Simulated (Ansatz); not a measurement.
Zr₃N₄ (model structure, started from the beta Si3N4 type, P6₃/m, No. 176, 14 atoms in the cell) was calculated with PBEsol (PAW; Ansatz, a quantum-chemistry and plane-wave program).

Numerical settings: plane-wave cutoff 520 eV, 6×6×10 k mesh (along the axes of the cell as run), Fermi–Dirac smearing 0.01 eV, scalar-relativistic PAW data made under PBE.

Cell (relaxed with PBEsol):

```cif
data_N8Zr6
_chemical_formula_sum 'Zr6 N8'
_space_group_name_H-M_alt 'P63/m'
_space_group_IT_number 176
_space_group_name_Hall '-P 6c'
_cell_length_a 8.63860
_cell_length_b 8.63860
_cell_length_c 3.60136
_cell_angle_alpha 90.000
_cell_angle_beta 90.000
_cell_angle_gamma 120.000
loop_
_atom_site_label
_atom_site_type_symbol
_atom_site_symmetry_multiplicity
_atom_site_Wyckoff_symbol
_atom_site_fract_x
_atom_site_fract_y
_atom_site_fract_z
_atom_site_occupancy
Zr1 Zr 6 h 0.26833 0.40803 0.25000 1
N1 N 6 h 0.32613 0.00155 0.25000 1
N2 N 2 c 0.33333 0.66667 0.25000 1
```

Question: Estimate the band gap, smallest direct gap on the k points sampled and Γ–Γ gap that the calculation returns.

Answer: 
- band gap = 2.13 eV
- smallest direct gap on the k points sampled = 2.44 eV
- Γ–Γ gap = 2.99 eV

Note: the relaxation could raise the start's symmetry but not lower it, so the cell can be a saddle point.

Spin–orbit coupling is not included.

Computing time: around 60 core-seconds (rough).

A model structure was made by putting elements into a prototype or built by hand; it is no filed structure, need not be a known phase, and can be a saddle point held by its symmetry.
